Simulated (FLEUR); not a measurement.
Troubleshooting FLEUR: a failed run on As (R-3m, 2 atoms in the cell). The aim is a self-consistent single point with DFT, PBEsol, all-electron FLAPW (FLEUR), scalar-relativistic valence.

Cell that was meant: a = 4.3564 Å, b = 4.3564 Å, c = 4.3564 Å, α = 51.88°, β = 51.88°, γ = 51.88°.

Part of the input:

```xml
   </comment>
   <calculationSetup>
      <cutoffs Kmax="3.5" Gmax="12.2" GmaxXC="12.2" numbands="0"/>
      <scfLoop itmax="5" minDistance="0.00001" maxIterBroyd="25" imix="Anderson" alpha="0.05" precondParam="0.0" spinf="2.0"/>
      <coreElectrons ctail="T" frcor="F" kcrel="0" coretail_lmax="0"/>
      <xcFunctional name="PBEs" relativisticCorrections="F"/>
      <magnetism jspins="1"/>
```

Output, abridged:

```
 Iteration:     1   Distance:       4.17409625 me/bohr^3
 Iteration:     2   Distance:       3.87396640 me/bohr^3
 Iteration:     3   Distance:       1.60002268 me/bohr^3
 Iteration:     4   Distance:       0.18854515 me/bohr^3
 Iteration:     5   Distance:       0.11985080 me/bohr^3
 Run finished successfully
 Stop message:
   all done

[file out, last iteration]
             iter=      5
[...]
          total density-effective poten   -7.2286361683E+03
          total charge density-energy d   -1.6442536344E+02
 Updated energy parameters for spin:           1
[...]
 fermi energy and band-weighting factors:

[...]
FERMIE:
   [... lines left out ...]
          first approx. to ef    (T=0)  :   0.231783 htr   (energy of the highest occ. eigenvalue)
          total moment                 =     0.00000
 Direct bandgap for spin            1 :    1.5299190239740634E-002  Htr
   [... lines left out ...]
          charge density-ex.-corr.energ     -164.4253634371
 ---->    total energy=                    -4518.9906208494 htr
 ---->    (input%tkb*entropy) TS=              0.0000000000 htr
 ---->    free energy=                     -4518.9906208494 htr
      extrapolation for T->0
 ---->    total electron energy=           -4518.9906208494 htr
 ***** TOTAL FORCES ON ATOMS *****
 TOTAL FORCE FOR ATOM TYPE=  1  X=  0.000   Y=  0.000   Z=  4.784
                       FX_TOT= 0.000000 FY_TOT= 0.000000 FZ_TOT= 0.011266
No new postions, force convergence required= 0.00001; max force distance= 0.00278
---->    distance of charge densities for spin  1                 it=    5:     0.119851 me/bohr**3
GENERALIZED ANDERSON MIXING: alpha=   0.05000 History-length=4
     ******* it=  5  is completed********
```

### Question
Diagnose the run.

### Answer
The fault is an iteration limit that is too low. The loop is cut before its threshold is met, so whatever is printed at the end is not self-consistent. To fix it, raise the limit, or leave it to the default. The run ended unconverged after 5 iterations.

An input that runs soundly differs in these lines (not the only fix; some lines may just follow from the change or write a value another way):
```diff
-      <scfLoop itmax="5" minDistance="0.00001" maxIterBroyd="25" imix="Anderson" alpha="0.05" precondParam="0.0" spinf="2.0"/>
+      <scfLoop itmax="100" minDistance="0.00001" maxIterBroyd="25" imix="Anderson" alpha="0.05" precondParam="0.0" spinf="2.0"/>
```

With that input, the run converged in 12 iterations: total energy -122967.9993 eV; Fermi level (on the code's own zero) 6.41 eV; largest force (vector length) 0.613 eV/Å (DFT, PBEsol, all-electron FLAPW (FLEUR), scalar-relativistic valence).

On the sound input: the starting cell comes from a database of computed structures (which also holds hypothetical and non-ambient phases and stackings), without a prior relaxation at this level. Its lattice was rescaled by a random factor within 2.5 % of one. Values depend on the basis (sphere radii, cutoffs, local orbitals), which need not be converged. The log's line on a gap gives a spacing of levels on this mesh, which the program prints for metals too.

These are the values that this program gave, and no reference: the default basis lacks the next d shell.
